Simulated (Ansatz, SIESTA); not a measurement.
# Code comparison for Li3YSb2 (P-3m1, 6 atoms in the cell)

Self-consistent single point.

```
CELL_PARAMETERS angstrom
      4.53148     0.00000     0.00000
     -2.26574     3.92438     0.00000
      0.00000     0.00000     7.18739
ATOMIC_POSITIONS crystal
  Li 0.33333 0.66667 0.65101
  Li 0.66667 0.33333 0.34899
  Li 0.00000 0.00000 0.50000
  Y  0.00000 0.00000 0.00000
  Sb 0.33333 0.66667 0.24925
  Sb 0.66667 0.33333 0.75075
```

Shared settings, as Ansatz (a program for electronic structure) writes them: kpoints.mp_grid.grid = 6 6 3; magnetization.spin_orbit = true; scf.occupations.method = fermi_dirac; scf.occupations.width = 0.136 eV. Potentials and cutoffs stand in the table.

```tsv
code	model	pressure (GPa)	largest force (eV/Å)	cutoff
Ansatz	PBEsol with spin-orbit coupling, PAW files made with PBE	-1.68	0.101	default
SIESTA	GGA PBEsol with spin-orbit coupling, numerical atomic orbitals DZP, PseudoDojo PBEsol fully relativistic norm-conserving potentials (rewritten from UPF to PSML)	–	0.143	grid 400 Ry
```

Size of the force on each atom (eV/Å): Sizes of forces hide their directions.

```tsv
code	Li1	Li2	Li3	Y4	Sb5	Sb6
Ansatz	0.008	0.008	0.000	0.000	0.101	0.101
SIESTA	0.021	0.021	0.000	0.000	0.143	0.143
```

A dash marks a value that a program does not give, or that is left out as unsure.

The spread over the programs that give each value: largest force within 0.042 eV/Å.

SIESTA uses small atom-centred bases, whose incompleteness enters pressures, forces and empty levels differently from a plane-wave cutoff.

The starting cell comes from a database of computed structures (which also holds hypothetical and non-ambient phases and stackings), without a prior relaxation at this level.

Keys are those of Ansatz 0.2.
